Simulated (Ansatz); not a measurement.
## Converging the plane-wave cutoff: SnO (P4mm, 4 atoms in the cell)

```yaml
crystal:
  lattice:
    - [3.78100, 0.00000, 0.00000]
    - [0.00000, 3.78100, 0.00000]
    - [0.00000, 0.00000, 4.81580]
  atoms:
    - { symbol: Sn, position: [0.50000, 0.00000, 0.77238] }
    - { symbol: Sn, position: [0.00000, 0.50000, 0.23800] }
    - { symbol: O, position: [0.50000, 0.50000, 0.00000] }
    - { symbol: O, position: [0.00000, 0.00000, 0.00000] }
```

Method of the run: PBEsol, default PAW files made with PBE (plane waves; Ansatz, a first-principles code).

Base settings: basis.ecutwfc = 420 eV; kpoints.mp_grid.grid = 7 7 5; hamiltonian.xc = pbesol; hamiltonian.pseudopotentials = {kind: paw} (the program's default PAW files); scf.occupations.method = fermi_dirac; scf.occupations.width = 0.02 eV.

The second cell is the first with its lattice scaled by 0.98.

The mesh stays at the base's, so the ladder's end is converged at best in this setting alone.

The first pressure column holds Ansatz's estimate of the finite-basis (Pulay) stress, which hides part of the cutoff error; the other is without it.

Only quantities that move along the ladder and can be compared are tabulated.

The count of work is k-points × plane waves × bands × iterations; it is no time. 

The starting cell has typed, rounded lattice constants, without a prior relaxation at this level. Its lattice was rescaled by up to half a per cent. One atom was moved a little off its site on purpose. In the base run, with a pressure of about 3 GPa the cell is away from its equilibrium volume at this level.

```csv
basis.ecutwfc,free energy less the last step's (meV/atom),energy of the compressed cell less the first (meV/atom),pressure (GPa),pressure without the Pulay estimate (GPa),largest difference of a force vector from the last step's (eV/Å),count of work / last
145 eV,35865.09,-70.43,18.70,-1047.74,3.652,0.071
170 eV,15407.86,67.63,36.52,-523.66,4.406,0.079
190 eV,7763.67,174.43,15.16,-291.29,2.047,0.092
210 eV,4001.78,66.11,6.75,-162.33,0.621,0.11
230 eV,2108.55,51.29,4.07,-91.30,0.172,0.11
250 eV,1131.33,35.51,1.87,-51.54,0.140,0.12
295 eV,290.42,38.29,2.49,-13.31,0.122,0.16
335 eV,88.98,40.82,3.08,-2.41,0.028,0.19
380 eV,22.12,43.73,3.41,1.70,0.007,0.23
420 eV,5.56,43.90,3.39,2.88,0.008,0.26
460 eV,1.52,43.70,3.36,3.26,0.003,0.31
505 eV,0.87,43.62,3.35,3.34,0.001,0.35
565 eV,0.68,43.61,3.35,3.33,0.001,0.42
630 eV,0.47,43.60,3.35,3.34,0.000,0.49
735 eV,0.35,43.59,3.35,3.34,0.000,0.62
840 eV,0.20,43.58,3.34,3.34,0.000,0.75
1010 eV,0.00,43.58,3.34,3.34,0.000,1.0
```

Coarsest basis.ecutwfc that holds the pressure within 0.1 GPa of the last step, with all finer ones: 380 eV, at 0.23 of the last step's count of work; the step before is off by 0.27 GPa.

Coarsest basis.ecutwfc that holds the free energy within 5 meV/atom of the last step, with all finer ones: 460 eV, at 0.31 of the last step's count of work; the step before is off by 5.6 meV/atom.

Coarsest basis.ecutwfc that holds the pressure without the Pulay estimate within 0.1 GPa of the last step, with all finer ones: 460 eV, at 0.31 of the last step's count of work; the step before is off by 0.46 GPa.

The energy difference between the two cells stays within 1 meV/atom of the last step's from 380 eV on, the total only from 505 eV on: much of the error is common to both cells and cancels.

At the lowest cutoff the pressure without the Pulay estimate lies 1050 GPa under the last step's, the usual sign of Pulay stress in an incomplete plane-wave basis.

Keys are those of Ansatz 0.2.
